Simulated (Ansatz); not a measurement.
**TiC, response to strain**

Consider TiC in the rock salt structure (space group Fm-3m, No. 225; a = 4.2934 Å; relaxed with 0.1 eV smearing). Axes: x, y, z lie along the cube axes.

Strains are applied to the cell and any free atomic positions relax.

Computed with Kohn–Sham DFT with the PBEsol functional, run in Ansatz (a first-principles code) with PAW and 420 eV plane waves, no spin-orbit coupling.

Notes on the quantities. energy relative to the base: free energy F.

```json
[
 {"uniaxial strain ε_zz (%)": "-3", "energy relative to the base (meV/atom)": "17.2"},
 {"uniaxial strain ε_zz (%)": "-2.5", "energy relative to the base (meV/atom)": "11.7"},
 {"uniaxial strain ε_zz (%)": "-2", "energy relative to the base (meV/atom)": "?"},
 {"uniaxial strain ε_zz (%)": "-1.5", "energy relative to the base (meV/atom)": "4.1"},
 {"uniaxial strain ε_zz (%)": "-1", "energy relative to the base (meV/atom)": "1.8"},
 {"uniaxial strain ε_zz (%)": "-0.5", "energy relative to the base (meV/atom)": "0.4"},
 {"uniaxial strain ε_zz (%)": "0", "energy relative to the base (meV/atom)": "0.0"}
]
```

Fit ΔE = Aε² + Bε³ (ε in %) to the rows shown and predict the withheld row.

Least squares on the printed values gives A = 1.71 and B = -0.065 meV/atom (largest residual 0.0 meV/atom); this predicts 7.4 meV/atom, and the run gives 7.4 meV/atom, in agreement.

Whether these cells are dynamically stable was not tested. All final runs are without spin polarisation.
